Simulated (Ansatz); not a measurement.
Data:

```yaml
crystal:
  lattice:
    - [0.00000, 3.21961, 3.21961]
    - [3.21961, 0.00000, 3.21961]
    - [3.21961, 3.21961, 0.00000]
  atoms:
    - { symbol: Te, position: [0.75000, 0.75000, 0.75000] }
    - { symbol: Mg, position: [0.00000, 0.00000, 0.00000] }
```

No spin polarisation.

Level of theory: PBEsol (Ansatz, a quantum-chemistry and plane-wave program, PAW, no spin-orbit coupling). Settings: 9×9×9 k-points, 0.05 eV Fermi–Dirac smearing.

What gap character does the calculation give?

Direct at Γ.

What is the computed hole mass (degenerate bands, along [100])?

0.19, 0.88, 0.88 mₑ (at Γ).

What band gap does the calculation give?

2.35 eV.

Predict the electron mass.

0.16 mₑ (at Γ).

With Te present, leaving out spin-orbit coupling can change the band edges. Masses are band curvatures over ±0.01 Å⁻¹ around the edge. Whether these cells are dynamically stable was not tested. The cell was made from CdTe by this change: Cd → Mg.
